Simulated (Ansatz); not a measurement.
Electronic density of states of amorphous Co27Ta5B17, density 9.48 g/cm³, on a 2×2×2 Γ-centred mesh with a Gaussian width of 0.1 eV; energies count from the Fermi level. Cell and mesh are small, so fine structure isn't converged. Computed with PBE, scalar-relativistic without spin-orbit coupling (plane waves to 420 eV, PAW; Ansatz, an electronic-structure program). Sampling: a 2×2×2 Γ-centred mesh; Fermi-Dirac width 0.1 eV; collinear spin, started from moments on atoms; no Hubbard U, moments started parallel, and no other order was tried (at the end a net moment of 8.7 μB, with unpaired spins of both signs, a broken-symmetry state; no other order was tried). In the spin-polarised cell the level spacing at the Fermi energy can part levels of unlike spin.

Preparation: random packing, a CHGNet melt and quench, and a DFT relaxation. The hot cell started wider than the set density and was brought back towards it in steps. It is the lowest in DFT energy of 3 quenches. It is a model cell: composition and starting density were chosen by hand, and all elements were melted together. No dispersion term was used. Its density started from a set value of 9.07 and ended at 9.48 g/cm³. The simulated quench (nominally 230 K/ps over its main leg) is rapid and tends to freeze in more defects than a deposited or slowly cooled glass has. A cell of this size samples the disorder only roughly. Volume and shape were free in the relaxation. On a 2×2×2 Γ-centred mesh force components of up to 0.18 eV/Å stay, since the relaxation ran on one k-point at (1/4, 1/4, 1/4).

(E - EF (eV), states/(eV atom)): (-12.00, 0.05); (-11.90, 0.06); (-11.80, 0.07); (-11.70, 0.14); (-11.60, 0.16); (-11.50, 0.11); (-11.40, 0.09); (-11.30, 0.08); (-11.20, 0.09); (-11.10, 0.07); (-11.00, 0.07); (-10.90, 0.11); (-10.80, 0.17); (-10.70, 0.13); (-10.60, 0.11); (-10.50, 0.12); (-10.40, 0.12); (-10.30, 0.17); (-10.20, 0.10); (-10.10, 0.06); (-10.00, 0.02); (-9.90, 0.04); (-9.80, 0.10); (-9.70, 0.12); (-9.60, 0.09); (-9.50, 0.08); (-9.40, 0.06); (-9.30, 0.17); (-9.20, 0.28); (-9.10, 0.22); (-9.00, 0.15); (-8.90, 0.15); (-8.80, 0.24); (-8.70, 0.22); (-8.60, 0.15); (-8.50, 0.14); (-8.40, 0.11); (-8.30, 0.06); (-8.20, 0.09); (-8.10, 0.16); (-8.00, 0.15); (-7.90, 0.12); (-7.80, 0.15); (-7.70, 0.18); (-7.60, 0.18); (-7.50, 0.12); (-7.40, 0.19); (-7.30, 0.23); (-7.20, 0.20); (-7.10, 0.20); (-7.00, 0.18); (-6.90, 0.21); (-6.80, 0.24); (-6.70, 0.22); (-6.60, 0.22); (-6.50, 0.23); (-6.40, 0.18); (-6.30, 0.25); (-6.20, 0.36); (-6.10, 0.35); (-6.00, 0.32); (-5.90, 0.28); (-5.80, 0.26); (-5.70, 0.34); (-5.60, 0.38); (-5.50, 0.38); (-5.40, 0.38); (-5.30, 0.40); (-5.20, 0.40); (-5.10, 0.43); (-5.00, 0.47); (-4.90, 0.46); (-4.80, 0.44); (-4.70, 0.50); (-4.60, 0.53); (-4.50, 0.51); (-4.40, 0.58); (-4.30, 0.71); (-4.20, 0.77); (-4.10, 0.84); (-4.00, 0.91); (-3.90, 0.92); (-3.80, 0.92); (-3.70, 0.91); (-3.60, 0.93); (-3.50, 0.95); (-3.40, 0.97); (-3.30, 1.05); (-3.20, 1.14); (-3.10, 1.17); (-3.00, 1.20); (-2.90, 1.22); (-2.80, 1.28); (-2.70, 1.29); (-2.60, 1.28); (-2.50, 1.30); (-2.40, 1.27); (-2.30, 1.28); (-2.20, 1.28); (-2.10, 1.24); (-2.00, 1.19); (-1.90, 1.17); (-1.80, 1.15); (-1.70, 1.17); (-1.60, 1.17); (-1.50, 1.16); (-1.40, 1.20); (-1.30, 1.27); (-1.20, 1.26); (-1.10, 1.30); (-1.00, 1.35); (-0.90, 1.40); (-0.80, 1.40); (-0.70, 1.32); (-0.60, 1.26); (-0.50, 1.23); (-0.40, 1.16); (-0.30, 1.05); (-0.20, 0.90); (-0.10, 0.83); (0.00, 0.79); (0.10, 0.78); (0.20, 0.75); (0.30, 0.78); (0.40, 0.78); (0.50, 0.69); (0.60, 0.66); (0.70, 0.65); (0.80, 0.57); (0.90, 0.54); (1.00, 0.55); (1.10, 0.54); (1.20, 0.49); (1.30, 0.45); (1.40, 0.44); (1.50, 0.41); (1.60, 0.41); (1.70, 0.43); (1.80, 0.43); (1.90, 0.41); (2.00, 0.41); (2.10, 0.40); (2.20, 0.39); (2.30, 0.37); (2.40, 0.39); (2.50, 0.39); (2.60, 0.38); (2.70, 0.38); (2.80, 0.38); (2.90, 0.36); (3.00, 0.33); (3.10, 0.34); (3.20, 0.34); (3.30, 0.33); (3.40, 0.37); (3.50, 0.38); (3.60, 0.34); (3.70, 0.28); (3.80, 0.28); (3.90, 0.32); (4.00, 0.34); (4.10, 0.36); (4.20, 0.39); (4.30, 0.33); (4.40, 0.30); (4.50, 0.33); (4.60, 0.32); (4.70, 0.32); (4.80, 0.33); (4.90, 0.34); (5.00, 0.32); (5.10, 0.26); (5.20, 0.27); (5.30, 0.28); (5.40, 0.27); (5.50, 0.27); (5.60, 0.28); (5.70, 0.26); (5.80, 0.30); (5.90, 0.33); (6.00, 0.27); (6.10, 0.23); (6.20, 0.26); (6.30, 0.33); (6.40, 0.29); (6.50, 0.21); (6.60, 0.28); (6.70, 0.34); (6.80, 0.32); (6.90, 0.32); (7.00, 0.34); (7.10, 0.27); (7.20, 0.24); (7.30, 0.30); (7.40, 0.28); (7.50, 0.25); (7.60, 0.28); (7.70, 0.26); (7.80, 0.27); (7.90, 0.31); (8.00, 0.28); (8.10, 0.30); (8.20, 0.31); (8.30, 0.33); (8.40, 0.37); (8.50, 0.36); (8.60, 0.35); (8.70, 0.39); (8.80, 0.39); (8.90, 0.34); (9.00, 0.29)
